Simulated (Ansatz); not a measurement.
Consider BAs in the zinc blende structure (space group F-43m, No. 216; a = 4.7679 Å).

One thing is altered: full substitution B → Ga, then cell and atoms are relaxed.

Levels (all Ansatz, a quantum-chemistry and plane-wave program, PAW): PBEsol (420 eV, no spin-orbit coupling); r2SCAN (500 eV, no spin-orbit coupling); HSE06 (420 eV, without spin-orbit coupling).

One geometry, relaxed with PBEsol, under each level:

Notes on the quantities. hole mass: degenerate bands, along [100].

| level | band gap | lowest conduction level above the VBM at special points | electron mass | hole mass | pressure |
|---|---|---|---|---|---|
| PBEsol | 0.42 eV | Γ 0.42 eV; L 0.92 eV; X 1.36 eV; U 1.88 eV | 0.025 mₑ (at Γ) | 0.025, 0.34, 0.34 mₑ (at Γ) | 0.01 GPa |
| r2SCAN | … | … | … | … | … |
| HSE06 | 1.40 eV | Γ 1.40 eV; L 1.75 eV; X 2.06 eV | – | – | – |

**Question.** Give the withheld r2SCAN results.

**Answer.** 
- r2SCAN, band gap: 0.99 eV
- r2SCAN, lowest conduction level above the VBM at special points: Γ 0.99 eV; L 1.37 eV; X 1.77 eV; U 2.28 eV
- r2SCAN, electron mass: 0.052 mₑ (at Γ)
- r2SCAN, hole mass: 0.052, 0.34, 0.34 mₑ (at Γ)
- r2SCAN, pressure: 0.31 GPa

Single points use the geometry relaxed with PBEsol. Their cutoffs differ, which shifts pressures a little. Masses are band curvatures over ±0.01 Å⁻¹ around the edge. Stability against distortions was not tested.
